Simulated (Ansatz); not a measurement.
SiC: response to strain

Base system: SiC (space group P6_3mc, No. 186; a = 3.0781 Å, c = 10.0760 Å).

Strains are applied to the cell and any free atomic positions relax.

The values are results of PBEsol, PAW, 420 eV (Ansatz, a program for electronic structure; no spin-orbit coupling), not measurements.

Notes on the quantities. energy relative to the base: free energy F.

```tsv
isotropic strain (%)	energy relative to the base (meV/atom)
0	0.0
0.75	3.6
1.5	?
2.25	30.6
3	53.3
```

Fit ΔE = Aε² + Bε³ (ε in %) to the rows shown and predict the withheld row.

Least squares on the printed values gives A = 6.43 and B = -0.17 meV/atom (largest residual 0.1 meV/atom); this predicts 13.9 meV/atom, and the run gives 13.9 meV/atom, in agreement.

Whether these cells are dynamically stable was not tested.
